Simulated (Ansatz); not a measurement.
The parent structure is CaF$_{2}$ in the fluorite structure (space group Fm-3m, No. 225; a = 5.4204 Å). Axes: x, y, z lie along the cube axes.

Computed with DFT with PBEsol, PAW potentials and a 420 eV plane-wave cutoff in Ansatz (an electronic-structure program), scalar-relativistic without spin-orbit coupling, earlier PAW set.

It is then changed as follows: biaxial strain +0.62 %, plane normal [001], relaxed out of plane (Cartesian); in-plane vectors clamped, the third vector and the atoms free.

**Question.** Estimate the effect on the out-of-plane strain.

**Answer.** The out-of-plane strain is -0.34 %.

**Question.** What happens to the in-plane stress?

**Answer.** The mean in-plane stress (compression positive) is -1.1 GPa.

**Question.** Predict the new energy relative to the base.

**Answer.** The energy rises by 0.6 meV/atom.

Whether these cells are dynamically stable was not tested.
